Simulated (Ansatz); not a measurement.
Functionals compared on NH3 on the 1x1 (0001) surface of hcp Ru, one in a 2x2 cell, started at the site 'bridge Ru-Ru (span 2.7 Å)', in Ansatz (plane waves, PAW). The structure was relaxed with PBE; the other rows are single points on it, each with its references at the same level. Cutoff 420 eV (500 eV for r2SCAN).

Model: 20-atom slab, 6.3 Å thick at the start under the adsorbate (thin: gaps and levels are the slab's own), 6x6x1 mesh, Fermi-Dirac 0.1 eV, dipole correction, 8 atoms held, the rest relaxed; no symmetry held; no spin, no spin-orbit, no U, no dispersion correction. At the end it is bonded to Ru. In PBE it is, or lies within 0.03 eV of, the lowest of the starts that converged. These notes are the PBE run's. Adsorption energies are against NH3(g). A negative adsorption energy means that the adsorbate is more stable on the surface than in its reference.

```tsv
functional	adsorption energy (eV)	work function of the top face (eV)	change of the work function (eV)	rough cost of the single point
PBE	-0.74	2.66	-2.33	–
RPBE	(withheld)	(withheld)	(withheld)	roughly 2.9 core-minutes
r2SCAN	-0.88	2.57	-2.43	about 5 core-minutes (a rough figure)
```

**Question.** What belongs in the gaps?

**Answer.** 
- RPBE, adsorption energy (eV): -0.44
- RPBE, work function of the top face (eV): 2.56
- RPBE, change of the work function (eV): -2.27

Ansatz is an electronic-structure program.
